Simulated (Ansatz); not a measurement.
Start from ZnSe in the zinc blende structure (space group F-43m, No. 216; a = 5.666 Å).

The values are results of Ansatz (a first-principles code), r2SCAN, PAW, cutoff 500 eV, without spin-orbit coupling, not measurements.

Strains are applied to the cell and any free atomic positions relax.

One change was made to it. Results:

```json
[
 {"quantity": "hole mass (degenerate bands, along [100])", "base": "0.13, 0.60, 0.60 mₑ (at Γ)", "after": "0.12, 0.64, 0.64 mₑ (at Γ)"},
 {"quantity": "band gap", "base": "1.87 eV", "after": "1.68 eV"},
 {"quantity": "electron mass", "base": "0.12 mₑ (at Γ)", "after": "0.12 mₑ (at Γ)"},
 {"quantity": "energy relative to the base (free energy F)", "base": "0 meV/atom", "after": "+9.0 meV/atom"},
 {"quantity": "pressure", "base": "-0.01 GPa", "after": "-2.65 GPa"}
]
```

Question: Which change produced these results?
A) isotropic strain +2.50 %
B) isotropic strain +1.50 %
C) isotropic strain +2.00 %
D) isotropic strain +0.50 %
E) isotropic strain +3.00 %

Answer: B, isotropic strain +1.50 %. For comparison, the band gap in the other runs: isotropic strain +2.00 % gives 1.62 eV; isotropic strain +2.50 % gives 1.56 eV; isotropic strain +3.00 % gives 1.50 eV; isotropic strain +0.50 % gives 1.80 eV.

Masses are band curvatures over ±0.01 Å⁻¹ around the edge. Stability against distortions was not tested.
